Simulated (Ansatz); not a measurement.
Input:

```
CELL_PARAMETERS angstrom
      0.00000     3.17778     3.17778
      3.17778     0.00000     3.17778
      3.17778     3.17778     0.00000
ATOMIC_POSITIONS crystal
  Te 0.75000 0.75000 0.75000
  Cd 0.00000 0.00000 0.00000
```

No spin polarisation.

Calculations: PBEsol (Ansatz, an electronic-structure program), spin-orbit coupling left out. Γ-centred 9×9×9 mesh, Fermi–Dirac width 0.05 eV.

Task: What is the computed electron mass?

Result: 0.066 mₑ (at Γ).

Task: Estimate the gap character.

Result: Direct at Γ.

Task: What band gap does the calculation give?

Result: 0.83 eV.

Task: What hole mass (degenerate bands, along [100]) does the calculation give?

Result: 0.067, 0.46, 0.46 mₑ (at Γ).

Spin-orbit coupling, missing from the scalar runs, can matter with Te. Load acts through the strain it causes; cell and atoms are relaxed under it. Masses are band curvatures over ±0.01 Å⁻¹ around the edge. No phonon test of stability was made. Tetrahedral semiconductors of this kind turn to denser phases somewhere between about 1 and 50 GPa; those were not computed, so compressed cells here can lie past the real transition. The cell was made from CdTe in the zinc blende structure (space group F-43m, No. 216) by this change: pressure 3 GPa.
